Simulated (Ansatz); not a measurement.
# What biaxial strain −3.66 %, plane normal [110], relaxed out of plane does to W

The reference is W in the bcc (W type) structure (space group Im-3m, No. 229; a = 3.1544 Å; relaxed with 0.1 eV smearing). Axes: x, y, z lie along the cube axes.

Modification: biaxial strain −3.66 %, plane normal [110], relaxed out of plane (Cartesian); in-plane vectors clamped, the third vector and the atoms free.

Computed with PBEsol (Ansatz, an electronic-structure program; PAW; 420 eV plane waves; scalar-relativistic without spin-orbit coupling), earlier PAW set. Γ-centred 29×29×29 mesh, Fermi–Dirac width 0.1 eV.

Volume per atom: 15.02 Å³ (base 15.69 Å³)
Space group: Fmmm (No. 69) (base Im-3m (No. 229))
Shortest interatomic distance: 2.632 Å (base 2.732 Å)
Energy relative to the base (free energy F): +84 meV/atom
Pressure (mean of the normal stresses, compression positive): 16.8 GPa (base 0.0 GPa)
Band gap: zero (base zero)
Out-of-plane strain: +3.11 %
Ratio −ε⊥/ε∥: 0.85
Mean in-plane stress (compression positive): +25.1 GPa

Final structure (turned so that z lies along the plane normal):

```yaml
crystal:
  lattice:
    - [2.63181, 0.00000, 0.00000]
    - [-0.87727, 2.48130, 0.00000]
    - [0.87727, 1.24065, 2.29978]
  atoms:
    - { symbol: W, position: [0.00000, 0.00000, 0.00000] }
```

Cost of the whole job for the changed cell (relaxation, final SCF and bands): roughly 6 core-minutes.

No phonon test of stability was made. All final runs are without spin polarisation.
